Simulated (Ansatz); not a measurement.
# A computed series for hypothetical P3_121 CuCl: pressure series

Take CuCl (space group P3_121, No. 152; a hypothetical phase, not in the database extracts checked; made of chains) as the base.

```
CuCl
1.0
    3.97628     0.00000     0.00000
   -1.98814     3.44356     0.00000
    0.00000     0.00000     8.97392
Cu Cl
3 3
Cartesian
  0.43841   0.75935   4.48696
  3.09945   0.00000   7.47826
 -1.54973   2.68420   1.49565
  1.11824   1.93685   0.00000
  1.73980   0.00000   2.99131
 -0.86990   1.50671   5.98261
```

Cell and atoms are relaxed at each pressure.

Levels (all Ansatz, a program for electronic structure, PAW): PBEsol (420 eV, no spin-orbit coupling); HSE06 (420 eV, without spin-orbit coupling).

Band gaps by level, all at the geometries relaxed with PBEsol:

| case | PBEsol | HSE06 |
|---|---|---|
| base | 2.06 eV | 3.68 eV |
| pressure 0.3 GPa | 0.25 eV | 2.09 eV |
| pressure 0.7 GPa | 0.27 eV | 2.11 eV |
| pressure 1.5 GPa | 0.30 eV | 2.13 eV |
| pressure 3 GPa | 0.35 eV | 2.18 eV |
| pressure 5 GPa | 0.42 eV | 2.25 eV |
| pressure 7.5 GPa | 0.51 eV | 2.32 eV |
| pressure 10 GPa | 0.59 eV | 2.40 eV |

Single points use the geometry relaxed with PBEsol. HSE06 gaps are upper bounds (no full band path). Load acts through the strain it causes; cell and atoms are relaxed under it. No phonon test of stability was made. Competing high-pressure phases were not computed. No Hubbard U is applied. All final runs are without spin polarisation. Along this pressure series the structure jumps between 0 GPa and pressure 0.3 GPa; cells beyond that are another form of it. No dispersion term is included in the PBEsol runs. A zero or small gap of CuCl under pressure 0.3 GPa, CuCl under pressure 0.7 GPa and CuCl under pressure 1.5 GPa can be the functional's error rather than a property of the material.
